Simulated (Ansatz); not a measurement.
A self-consistent single point of a (001) slab of KMgF3 (cut from a parent of space group no. 221; 10 atoms in the cell) with Ansatz (an electronic-structure program).

Method of the run: LDA (PW92), default PAW files made with PBE (plane waves; Ansatz).

```xyz
10
Lattice="4.0099 0.0000 0.0000 0.0000 4.0099 0.0000 0.0000 0.0000 20.0149" Properties=species:S:1:pos:R:3 pbc="T T T"
K      0.0000     0.0000     9.0050
Mg     2.0050     2.0050     7.0000
F      2.0050     0.0000     7.0000
F      0.0000     2.0050     7.0000
F      2.0050     2.0050     9.0050
K      0.0000     0.0000    13.0149
Mg     2.0050     2.0050    11.0100
F      2.0050     0.0000    11.0100
F      0.0000     2.0050    11.0100
F      2.0050     2.0050    13.0149
```

Reference input (self-consistent single point, DFT, LDA (PW92), plane waves, default PAW files made with PBE): basis.ecutwfc = 30.9 Ry; kpoints.mp_grid.grid = 6 6 1; hamiltonian.xc = lda; hamiltonian.pseudopotentials = {kind: paw} (the program's default PAW files); scf.occupations.method = fermi_dirac; scf.occupations.width = 0.0015 Ry. This run's input differs from it in these lines:

Ansatz 0.2 input:
```diff
@@ -18,3 +18,3 @@
 basis:
-  ecutwfc: 30.9 Ry
+  ecutwfc: 46.3 Ry
 kpoints:
```

Log, with long lists cut:

```
SCF iter   1: F=—  HF=-11573.797198 eV  |F-HF|=—  |Δ(HF+E_count)|=         —  Δρ=1.17e-2  dr2=3.19e-1  ethr=1.77e-3  ⟨swp⟩=8.7  Hψ=2353  notcnv=0  defer=2
all-band conjugate gradients solve this SCF's bands
preconditioner: auto → Resta (q_TF=auto, 2.163 Å⁻¹)
SCF iter   2: F=—  HF=-11573.704171 eV  |F-HF|=—  |Δ(HF+E_count)|=   9.30e-2  Δρ=4.45e-3  dr2=2.18e-2  ethr=3.99e-4  ⟨swp⟩=2.5  Hψ=972  notcnv=0  defer=43
   [... lines left out ...]
SCF iter   4: F=—  HF=-11573.695191 eV  |F-HF|=—  |Δ(HF+E_count)|=   1.12e-3  Δρ=4.26e-4  dr2=3.10e-4  ethr=4.51e-6  ⟨swp⟩=3.3  Hψ=793  notcnv=0  defer=43
SCF iter   5: F=—  HF=-11573.695118 eV  |F-HF|=—  |Δ(HF+E_count)|=   7.33e-5  Δρ=1.49e-4  dr2=4.03e-5  ethr=3.88e-7  ⟨swp⟩=2.2  Hψ=768  notcnv=0  defer=43
SCF iter   6: F=—  HF=-11573.695314 eV  |F-HF|=—  |Δ(HF+E_count)|=   1.96e-4  Δρ=2.66e-5  dr2=1.03e-6  ethr=5.03e-8  ⟨swp⟩=2.0  Hψ=814  notcnv=0  defer=43
SCF iter   7: F=-11573.695314 eV  HF=-11573.695314 eV  |F-HF|=6.05e-8  |Δ(HF+E_count)|=   3.27e-7  Δρ=6.62e-6  dr2=8.60e-8  ethr=1.25e-10  ⟨swp⟩=15.0  Hψ=2908  notcnv=0
SCF 1 converged in 7 iterations: F = -11573.695314 eV  dr2 = 8.60e-8
Free energy (F): -11573.695314 eV
Internal energy: -11573.695314 eV  (E = F + TS)
E sigma→0 (E₀):  -11573.695314 eV
Fermi energy:    -0.305005 eV
--- Forces (eV/Å), atoms counted from 1 ---
  atom   1  K     -0.00000000     0.00000000    -0.07456705
  atom   2  Mg     0.00000000     0.00000000     1.22478267
  atom   3  F     -0.00000000     0.00000000    -0.25346595
  atom   4  F     -0.00000000     0.00000000    -0.25346595
  atom   5  F     -0.00000000     0.00000000    -0.11418575
  atom   6  K     -0.00000000    -0.00000000    -0.46405992
  atom   7  Mg     0.00000000    -0.00000000     0.25810681
  atom   8  F     -0.00000000     0.00000000    -0.02273107
  atom   9  F     -0.00000000    -0.00000000    -0.02273107
  atom  10  F     -0.00000000    -0.00000000    -0.27778496
--- Stress (GPa, compression-positive) ---
       -3.456429       0.000000      -0.000000
        0.000000      -3.456429       0.000000
       -0.000000       0.000000      -1.987543
  P = ⅓ Tr σ = -2.9668 GPa (-29.668 kbar)
  The stress holds the Pulay correction. Without it, at fixed plane waves, as pw.x and ABINIT print it: P = -2.9684 GPa
```

The run converged in 7 iterations. Against the reference run the free energy falls by 4.4 meV/atom, the largest force stays at 1.225 eV/Å and the gap on the mesh stays at 5.586 eV.

The starting cell has typed, rounded lattice constants, without a prior relaxation at this level. The slab is cut from that crystal, and its faces are unrelaxed. Its lattice was rescaled by up to half a per cent. Spin polarisation is off, though cut faces can carry moments; a gap of a slab can lie between surface states. The two faces of this cut differ, and no dipole correction was used. Forces in this geometry exceed 1 eV/Å.
